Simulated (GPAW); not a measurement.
A self-consistent single point of Al₂O₃ (Pbcn, 20 atoms in the cell) with GPAW

Method of the run: LDA (Perdew-Wang 92), GPAW PAW datasets LDA (gpaw-data 1.0.1) (plane waves; GPAW 25.7.0).

Input as run:

```python
from ase import Atoms
from ase.units import GPa
from gpaw import GPAW

atoms = Atoms(['Al', 'Al', 'Al', 'Al', 'Al', 'Al', 'Al', 'Al', 'O', 'O', 'O', 'O', 'O', 'O', 'O', 'O', 'O', 'O', 'O', 'O'],
              cell=[[7.023295, 0.000000, 0.000000],
                    [0.000000, 4.801369, 0.000000],
                    [0.000000, 0.000000, 4.938537]],
              positions=[[2.741894, 1.210665, 0.150675],
                         [4.281401, 3.590704, 4.787862],
                         [0.769753, 1.190019, 2.619943],
                         [6.253542, 3.611350, 2.318594],
                         [6.253542, 1.190019, 4.787862],
                         [0.769753, 3.611350, 0.150675],
                         [4.281401, 1.210665, 2.318594],
                         [2.741894, 3.590704, 2.619943],
                         [4.593235, 0.513843, 0.503632],
                         [2.430060, 4.287526, 4.434905],
                         [5.941708, 1.886842, 2.972901],
                         [1.081587, 2.914527, 1.965636],
                         [1.081587, 1.886842, 4.434905],
                         [5.941708, 2.914527, 0.503632],
                         [2.430060, 0.513843, 1.965636],
                         [4.593235, 4.287526, 2.972901],
                         [0.000000, 0.237188, 1.234634],
                         [0.000000, 4.564181, 3.703903],
                         [3.511648, 2.163497, 3.703903],
                         [3.511648, 2.637872, 1.234634]],
              pbc=True)

calc = GPAW(mode={'name': 'pw', 'ecut': 950},
            xc='LDA',
            kpts=(3, 5, 5),
            occupations={'name': 'fermi-dirac', 'width': 0.0},
            nbands=-4,
            convergence={'density': 1e-05, 'energy': 1e-05, 'bands': -2},
            symmetry={'symmorphic': False, 'tolerance': 0.0005},
            maxiter=100,
            txt='-')

atoms.calc = calc

energy = atoms.get_potential_energy()
print('Energy (eV):', round(energy, 6))
forces = atoms.get_forces()
print('Forces (eV/Ang):')
print(forces.round(5))
stress = atoms.get_stress()
print('Stress (GPa, Voigt):', (stress / GPa).round(4))
```

Output, abridged:

```
Input parameters:
  convergence: {bands: -2,
                density: 1e-05,
                energy: 1e-05}
  kpts: [3 5 5]
  maxiter: 100
  mode: {ecut: 950,
         name: pw}
  nbands: -4
  occupations: {name: fermi-dirac,
                width: 0.0}
  symmetry: {symmorphic: False,
             tolerance: 0.0005}

species:
  Al:
    name: Aluminium
    Z: 13.0
    valence: 3
    core: 10
    charge: 0.0
    file: Al.LDA.gz

    # Using partial waves for Al as LCAO basis

  O:
    name: Oxygen
    Z: 8.0
    valence: 6
    core: 2
    charge: 0.0
    file: O.LDA.gz

    # Using partial waves for O as LCAO basis

Reference energy: -76962.267279  # eV

Spin-paired calculation

Convergence criteria:
 Maximum [total energy] change in last 3 cyles: 1e-05 eV / valence electron
 Maximum integral of absolute [dens]ity change: 1e-05 electrons / valence electron
 Maximum integral of absolute [eigenst]ate change: 4e-08 eV^2 / valence electron
 Maximum number of scf [iter]ations: 100

Symmetries present (total): 8
Symmetries with fractional translations: 6
75 k-points: 3 x 5 x 5 Monkhorst-Pack grid
18 k-points in the irreducible part of the Brillouin zone
       k-points in crystal coordinates                weights
   0:     0.00000000    0.00000000    0.00000000          1/75
   1:     0.00000000    0.00000000    0.20000000          2/75
   2:     0.00000000    0.00000000    0.40000000          2/75
   3:     0.00000000    0.20000000    0.00000000          2/75
   4:     0.00000000    0.20000000    0.20000000          4/75
   5:     0.00000000    0.20000000    0.40000000          4/75
   6:     0.00000000    0.40000000    0.00000000          2/75
   7:     0.00000000    0.40000000    0.20000000          4/75
   8:     0.00000000    0.40000000    0.40000000          4/75
   9:     0.33333333    0.00000000    0.00000000          2/75
          ...
  17:     0.33333333    0.40000000    0.40000000          8/75

Wave functions: Plane wave expansion
  Cutoff energy: 950.000 eV
  Number of coefficients (min, max): 11032, 11119
  Pulay-stress correction: 0.000000 eV/Ang^3 (de/decut=0.000000)

Occupation numbers: # Zero width

Eigensolver

Densities:
  Coarse grid: 50*36*36 grid
  Fine grid: 100*72*72 grid
  Total Charge: 0.000000

Density mixing:
  Method: separate
  Backend: pulay
  Linear mixing parameter: 0.05
  old densities: 5
  Damping of long wavelength oscillations: 50

Hamiltonian:
  XC and Coulomb potentials evaluated on a 100*72*72 grid
  External potential:
    NoExternalPotential

Number of atoms: 20
Number of atomic orbitals: 80
Number of bands in calculation: 52
Number of valence electrons: 96
Bands to converge: 50

Density initialized from atomic densities
  52 bands from LCAO basis set

Atomic positions and initial magnetic moments

Positions:
   0 Al     2.741894    1.210665    0.150675    ( 0.0000,  0.0000,  0.0000)
   1 Al     4.281401    3.590704    4.787862    ( 0.0000,  0.0000,  0.0000)
   2 Al     0.769753    1.190019    2.619943    ( 0.0000,  0.0000,  0.0000)
   3 Al     6.253542    3.611350    2.318594    ( 0.0000,  0.0000,  0.0000)
   4 Al     6.253542    1.190019    4.787862    ( 0.0000,  0.0000,  0.0000)
   5 Al     0.769753    3.611350    0.150675    ( 0.0000,  0.0000,  0.0000)
   6 Al     4.281401    1.210665    2.318594    ( 0.0000,  0.0000,  0.0000)
   7 Al     2.741894    3.590704    2.619943    ( 0.0000,  0.0000,  0.0000)
   8 O      4.593235    0.513843    0.503632    ( 0.0000,  0.0000,  0.0000)
   9 O      2.430060    4.287526    4.434905    ( 0.0000,  0.0000,  0.0000)
  10 O      5.941708    1.886842    2.972901    ( 0.0000,  0.0000,  0.0000)
  11 O      1.081587    2.914527    1.965636    ( 0.0000,  0.0000,  0.0000)
  12 O      1.081587    1.886842    4.434905    ( 0.0000,  0.0000,  0.0000)
  13 O      5.941708    2.914527    0.503632    ( 0.0000,  0.0000,  0.0000)
  14 O      2.430060    0.513843    1.965636    ( 0.0000,  0.0000,  0.0000)
  15 O      4.593235    4.287526    2.972901    ( 0.0000,  0.0000,  0.0000)
  16 O      0.000000    0.237188    1.234634    ( 0.0000,  0.0000,  0.0000)
  17 O      0.000000    4.564181    3.703903    ( 0.0000,  0.0000,  0.0000)
  18 O      3.511648    2.163497    3.703903    ( 0.0000,  0.0000,  0.0000)
  19 O      3.511648    2.637872    1.234634    ( 0.0000,  0.0000,  0.0000)

Unit cell:
           periodic     x           y           z      points  spacing
  1. axis:    yes    7.023295    0.000000    0.000000    50     0.1405
  2. axis:    yes    0.000000    4.801369    0.000000    36     0.1334
  3. axis:    yes    0.000000    0.000000    4.938537    36     0.1372

  Lengths:   7.023295   4.801369   4.938537
  Angles:   90.000000  90.000000  90.000000

Effective grid spacing dv^(1/3) = 0.1370

     iter     time        total  log10-change:
                         energy   eigst   dens
iter:   1 --:--:--  -180.852741   +0.16
iter:   2 --:--:--  -177.278123   -1.27  -0.75
iter:   3 --:--:--  -167.086777   -0.41  -0.81
iter:   4 --:--:--  -168.474431   -0.55  -1.14
iter:   5 --:--:--  -166.688743   -0.78  -1.28
iter:   6 --:--:--  -166.638837   -2.03  -1.93
iter:   7 --:--:--  -166.648353   -2.09  -2.36
iter:   8 --:--:--  -166.649797   -2.04  -2.23
iter:   9 --:--:--  -166.630742   -2.26  -2.36
iter:  10 --:--:--  -166.648312   -2.34  -2.86
iter:  11 --:--:--  -166.635163   -2.50  -2.30
iter:  12 --:--:--  -166.631490   -2.62  -2.56
iter:  13 --:--:--  -166.630538   -2.46  -3.02
iter:  14 --:--:--  -166.630525   -2.77  -3.69
iter:  15 --:--:--  -166.630532c  -2.91  -3.83
iter:  16 --:--:--  -166.630599c  -2.89  -3.82
iter:  17 --:--:--  -166.630524c  -3.12  -3.49
iter:  18 --:--:--  -166.630518c  -3.29  -3.88
iter:  19 --:--:--  -166.630513c  -3.41  -4.16
iter:  20 --:--:--  -166.630513c  -3.66  -4.78
iter:  21 --:--:--  -166.630513c  -3.52  -4.72
iter:  22 --:--:--  -166.630513c  -3.56  -4.96
iter:  23 --:--:--  -166.630513c  -3.92  -4.70
iter:  24 --:--:--  -166.630513c  -4.20  -4.99
iter:  25 --:--:--  -166.630513c  -3.92  -5.06c
iter:  26 --:--:--  -166.630513c  -4.20  -5.59c
iter:  27 --:--:--  -166.630513c  -4.14  -5.64c
iter:  28 --:--:--  -166.630513c  -4.12  -5.65c
iter:  29 --:--:--  -166.630513c  -4.57  -5.78c
iter:  30 --:--:--  -166.630513c  -4.63  -6.04c
   [... 46 lines left out ...]
iter:  77 --:--:--  -166.630513c  -5.74  -10.68c
iter:  78 --:--:--  -166.630513c  -6.43  -10.76c
iter:  79 --:--:--  -166.630513c  -6.66  -10.97c
iter:  80 --:--:--  -166.630513c  -6.95  -11.01c
iter:  81 --:--:--  -166.630513c  -6.99  -11.19c
iter:  82 --:--:--  -166.630513c  -7.44c -11.40c

Converged after 82 iterations.

Dipole moment: (0.000006, -0.000000, 0.000000) |e|*Ang

Energy contributions relative to reference atoms: (reference = -76962.267279)

Kinetic:       +167.222965
Potential:     -148.310323
External:        +0.000000
XC:            -188.084170
Entropy (-ST):   +0.000000
Local:           +2.541015
SIC:             +0.000000
--------------------------
Free energy:   -166.630513
Extrapolated:  -166.630513

Showing only first 2 kpts
 Kpt  Band  Eigenvalues  Occupancy
  0    46      6.27092    2.00000
  0    47      6.42265    2.00000
  0    48     12.04930    0.00000
  0    49     14.67187    0.00000

  1    46      6.23634    2.00000
  1    47      6.35468    2.00000
  1    48     12.63968    0.00000
  1    49     14.92145    0.00000

Fermi level: 9.23598

Gap: 5.627 eV
Transition (v -> c):
  (s=0, k=0, n=47, [0.00, 0.00, 0.00]) -> (s=0, k=0, n=48, [0.00, 0.00, 0.00])
No difference between direct/indirect transitions
Energy (eV): -166.630513

Forces in eV/Ang:
  0 Al   -0.01751   -0.00338    0.06356
  1 Al    0.01751    0.00338   -0.06356
  2 Al    0.01751    0.00338    0.06356
  3 Al   -0.01751   -0.00338   -0.06356
  4 Al   -0.01751    0.00338   -0.06356
  5 Al    0.01751   -0.00338    0.06356
  6 Al    0.01751   -0.00338   -0.06356
  7 Al   -0.01751    0.00338    0.06356
  8 O    -0.03303    0.04635    0.03117
  9 O     0.03303   -0.04635   -0.03117
 10 O     0.03303   -0.04635    0.03117
 11 O    -0.03303    0.04635   -0.03117
 12 O    -0.03303   -0.04635   -0.03117
 13 O     0.03303    0.04635    0.03117
 14 O     0.03303    0.04635   -0.03117
 15 O    -0.03303   -0.04635    0.03117
 16 O     0.00000   -0.04335    0.00000
 17 O     0.00000    0.04335    0.00000
 18 O     0.00000    0.04335    0.00000
 19 O     0.00000   -0.04335   -0.00000

Stress tensor:
     0.022211     0.000000     0.000000
     0.000000     0.017504     0.000000
     0.000000     0.000000     0.018443
Stress (GPa, Voigt): [3.5586 2.8044 2.9549 0.     0.     0.    ]
```

The run converged in 82 iterations. GPAW prints stress with tension positive.

At such cutoffs GPAW's stress carries a finite-basis (Pulay) error, which enters relaxed cells too; its log prints stress with tension positive.

The starting cell comes from a database of computed structures (which also holds hypothetical and non-ambient phases and stackings), without a prior relaxation at this level. Its lattice was rescaled by a random factor within 2.5 % of one.

Cost on one core of a shared machine: roughly 20 min.
